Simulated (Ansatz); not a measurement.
Functionals compared on the (210) surface of beta tin in its 1x1 cell, outermost plane spacing 1.33 Å in the ideal cut, in Ansatz (plane waves, PAW). The structure was relaxed with PBE; the other rows are single points on it, each with its references at the same level. Cutoff 420 eV (500 eV for r2SCAN).

Slab: 18 atoms, 10.6 Å thick at the start; k 12x3x1, smearing 0.1 eV, dipole-corrected; all atoms relaxed; symmetry of the start imposed; no spin, no spin-orbit, no U. These notes are the PBE run's.

```csv
functional,surface energy (J/m²),work function of the top face (eV),rough cost of the single point
PBE,0.39,4.04,–
LDA,0.57,4.31,around 4 core-minutes (rough)
PBEsol,___,___,very roughly 4 core-minutes
RPBE,0.29,3.93,about 4 core-minutes (a rough figure)
r2SCAN,0.46,4.17,about 7 core-minutes (a rough figure)
```

Task: Complete the blanks.

Result: 
- PBEsol, surface energy (J/m²): 0.52
- PBEsol, work function of the top face (eV): 4.12

Ansatz is a program for electronic structure.
